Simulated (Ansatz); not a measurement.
Fermi-surface figures of metals: W (Im-3m) under several functionals (Ansatz, a program for electronic structure, without spin-orbit coupling). The PBE cell:

```cif
data_W
_chemical_formula_sum 'W1'
_space_group_name_H-M_alt 'P 1'
_space_group_IT_number 1
_cell_length_a 2.75797
_cell_length_b 2.75797
_cell_length_c 2.75797
_cell_angle_alpha 109.471
_cell_angle_beta 109.471
_cell_angle_gamma 109.471
loop_
_space_group_symop_operation_xyz
  'x, y, z'
loop_
_atom_site_label
_atom_site_type_symbol
_atom_site_fract_x
_atom_site_fract_y
_atom_site_fract_z
_atom_site_occupancy
W1 W 0.00000 0.00000 0.00000 1
```

| Functional | cell relaxed with | volume (Å³/atom) | density of states at the Fermi level per atom | Drude plasma energy | root-mean-square Fermi velocity |
|---|---|---|---|---|---|
| PBE | PBE | 16.15 | 0.43 states/eV | 7.5 eV | 8.9 ×10⁵ m/s |
| PBEsol | PBEsol | 15.70 | 0.44 states/eV | 7.8 eV | 9.1 ×10⁵ m/s |

For the density of states at the Fermi level per atom, PBE gives 0.43 states/eV and PBEsol 0.44 states/eV: the two agree within 2 %.

Metals at this level; values at 300 K, both spins, means over directions. As a rough test of the mesh, the Fermi surface's area from every second k point differs by up to 6 %. Spin-orbit coupling is left out.
